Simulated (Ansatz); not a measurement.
TiRu, response to strain

Base system: TiRu in the CsCl type structure (space group Pm-3m, No. 221; relaxed with 0.1 eV smearing).

```yaml
crystal:
  lattice:
    - [3.04583, 0.00000, 0.00000]
    - [0.00000, 3.04583, 0.00000]
    - [0.00000, 0.00000, 3.04583]
  atoms:
    - { symbol: Ti, position: [0.00000, 0.00000, 0.00000] }
    - { symbol: Ru, position: [0.50000, 0.50000, 0.50000] }
```

Cartesian axes are those of the cell as printed.

Strains are applied to the cell and any free atomic positions relax; under stress the whole cell relaxes.

Calculations: PBEsol (Ansatz, a quantum-chemistry and plane-wave program; PAW; 420 eV plane waves; no SOC).

Candidates:
(a) tensor shear ε_yz = −0.58 %
(b) uniaxial strain ε_yy = −0.83 %
(c) uniaxial stress, 5 GPa tension along x

Notes on the quantities. energy relative to the base: free energy F.

Order them by energy relative to the base, highest first.

(c) uniaxial stress, 5 GPa tension along x (+3.0 meV/atom), (b) uniaxial strain ε_yy = −0.83 % (+1.4 meV/atom), (a) tensor shear ε_yz = −0.58 % (+0.6 meV/atom)

Beyond what the load breaks, stability against distortions was not tested. The final runs are not spin-polarised.
